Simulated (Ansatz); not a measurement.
Several settings converged on Hf2Si (Fmm2, 6 atoms in the cell)

```yaml
crystal:
  lattice:
    - [-3.28518, 3.28518, 2.59057]
    - [3.28518, -3.28518, 2.59057]
    - [3.28518, 3.28518, -2.59057]
  atoms:
    - { symbol: Hf, position: [0.84351, 0.65649, 0.50000] }
    - { symbol: Hf, position: [0.15649, 0.34351, 0.50000] }
    - { symbol: Hf, position: [0.66187, 0.16187, 0.82374] }
    - { symbol: Hf, position: [0.34351, 0.84351, 0.18702] }
    - { symbol: Si, position: [0.75000, 0.75000, 0.00000] }
    - { symbol: Si, position: [0.25000, 0.25000, 0.00000] }
```

Base method: PBEsol, default PAW files made with PBE (plane waves; Ansatz, a quantum-chemistry and plane-wave program).

Base settings: basis.ecutwfc = 420 eV; kpoints.mp_grid.grid = 5 5 5; hamiltonian.xc = pbesol; hamiltonian.pseudopotentials = {kind: paw} (the program's default PAW files); scf.occupations.method = gaussian; scf.occupations.width = 0.1 eV.

The count of work is k-points × plane waves × bands × iterations; it is no time. Core times come from one kind of shared machine, to one figure; runs under 30 s give none.

**The cutoff for other potential files**

Level: DFT, PBEsol, plane waves, harder PAW files (source: ansatz) made with PBE.

In this ladder: hamiltonian.pseudopotentials = {kind: paw, source: ansatz}.

The second cell is the first with its lattice scaled by 0.98.

The mesh stays at the base's, so the ladder's end is converged at best in this setting alone.

The first pressure column holds Ansatz's estimate of the finite-basis (Pulay) stress, which hides part of the cutoff error; the other is without it.

Only quantities that move along the ladder and can be compared are tabulated.

| basis.ecutwfc | free energy less the last step's (meV/atom) | energy of the compressed cell less the first (meV/atom) | pressure (GPa) | pressure without the Pulay estimate (GPa) | largest difference of a force vector from the last step's (eV/Å) | count of work / last | core time / last (rough) |
|---|---|---|---|---|---|---|---|
| 235 eV | 7269.87 | -51.47 | -1.83 | -352.48 | 0.519 | 0.11 | – |
| 285 eV | 1251.15 | 15.09 | -2.94 | -73.73 | 0.106 | 0.15 | – |
| 365 eV | 73.30 | 7.23 | -3.45 | -9.05 | 0.003 | 0.21 | – |
| 440 eV | 4.68 | 5.79 | -3.56 | -3.96 | 0.000 | 0.28 | – |
| 520 eV | 0.89 | 5.72 | -3.56 | -3.58 | 0.000 | 0.35 | 0.4 |
| 625 eV | 0.64 | 5.72 | -3.56 | -3.57 | 0.000 | 0.47 | 0.5 |
| 780 eV | 0.31 | 5.69 | -3.57 | -3.57 | 0.000 | 0.65 | 0.6 |
| 1040 eV | 0.00 | 5.69 | -3.57 | -3.57 | 0.000 | 1.0 | 1 |

Coarsest basis.ecutwfc that holds the pressure without the Pulay estimate within 1 GPa of the last step, with all finer ones: 440 eV, at 0.28 of the last step's count of work; the step before is off by 5.5 GPa.

Coarsest basis.ecutwfc that holds the pressure within 0.1 GPa of the last step, with all finer ones: 440 eV, at 0.28 of the last step's count of work; the step before is off by 0.12 GPa.

Coarsest basis.ecutwfc that holds the energy of the compressed cell less the first within 0.2 meV/atom of the last step, with all finer ones: 440 eV, at 0.28 of the last step's count of work; the step before is off by 1.5 meV/atom.

The energy difference between the two cells stays within 1 meV/atom of the last step's from 440 eV on, the total only from 520 eV on: much of the error is common to both cells and cancels.

At the lowest cutoff the pressure without the Pulay estimate lies 349 GPa under the last step's, the usual sign of Pulay stress in an incomplete plane-wave basis.

**The relaxed cell against the cutoff**

On Hf₂Si (I4/mcm, 6 atoms in the cell): atoms on their sites.

In this ladder: relax = cell and atoms.

The mesh stays at the base's, so the ladder's end is converged at best in this setting alone.

Only quantities that move along the ladder and can be compared are tabulated.

```tsv
basis.ecutwfc	relaxed volume (Å³/atom)	relaxation steps	core time / last (rough)
210 eV	18.014	26	0.7
250 eV	18.195	15	0.5
295 eV	18.187	10	0.4
355 eV	18.171	7	0.4
420 eV	18.164	5	0.4
505 eV	18.164	5	0.5
630 eV	18.163	5	0.6
840 eV	18.163	5	1
```

Coarsest basis.ecutwfc that holds the relaxed volume within 0.018 Å³/atom of the last step, with all finer ones: 355 eV, at about 0.4 of the last step's time; the step before is off by 0.024 Å³/atom.

At the lowest cutoff the cell relaxes to a volume 0.8 % smaller than at the highest. Ansatz relaxes on a stress corrected for the finite basis.

On the base run: the starting cell comes from a database of computed structures (which also holds hypothetical and non-ambient phases and stackings), without a prior relaxation at this level. Its lattice was rescaled by up to half a per cent. One atom was moved a little off its site on purpose.

Keys are those of Ansatz 0.2.
